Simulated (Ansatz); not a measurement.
CaTiO3 under a change: Ca → Sr

Take CaTiO$_{3}$ in the cubic perovskite structure (space group Pm-3m, No. 221; a = 3.841 Å; a model cell) as the base.

Perturbation: Sr takes the place of Ca on all its sites; the structure is relaxed again.

Calculations: PBEsol (Ansatz, an electronic-structure program, PAW, no spin-orbit coupling). k-mesh 9×9×9 (Γ-centred); smearing 0.05 eV (Fermi–Dirac).

```json
[
 {"quantity": "volume per atom", "base": "11.33 Å³", "changed": "11.78 Å³", "shift": "+0.45 Å³"},
 {"quantity": "density", "base": "3.98 g/cm³", "changed": "5.17 g/cm³", "shift": "+1.19 g/cm³"},
 {"quantity": "lattice parameter a", "base": "3.841 Å", "changed": "3.891 Å", "shift": "+0.050 Å"},
 {"quantity": "space group", "base": "Pm-3m (No. 221)", "changed": "Pm-3m (No. 221)", "shift": "–"},
 {"quantity": "shortest interatomic distance", "base": "1.920 Å", "changed": "1.946 Å", "shift": "+0.0251 Å"},
 {"quantity": "band gap", "base": "1.89 eV", "changed": "1.85 eV", "shift": "-0.04 eV"},
 {"quantity": "gap character", "base": "indirect, R → Γ", "changed": "indirect, R → Γ", "shift": "–"},
 {"quantity": "smallest direct gap", "base": "2.33 eV", "changed": "2.19 eV", "shift": "-0.14 eV"},
 {"quantity": "width of the top valence band", "base": "1.08 eV", "changed": "1.05 eV", "shift": "-0.03 eV"}
]
```

Final structure:

```
CELL_PARAMETERS angstrom
      3.89106     0.00000     0.00000
      0.00000     3.89106     0.00000
      0.00000     0.00000     3.89106
ATOMIC_POSITIONS crystal
  Sr 0.00000 0.00000 0.00000
  Ti 0.50000 0.50000 0.50000
  O  0.00000 0.50000 0.50000
  O  0.50000 0.50000 0.00000
  O  0.50000 0.00000 0.50000
```

Stability against distortions was not tested. All final runs are without spin polarisation. Many cubic perovskites are stable only at high temperature; tilts and polar distortions were not tested.
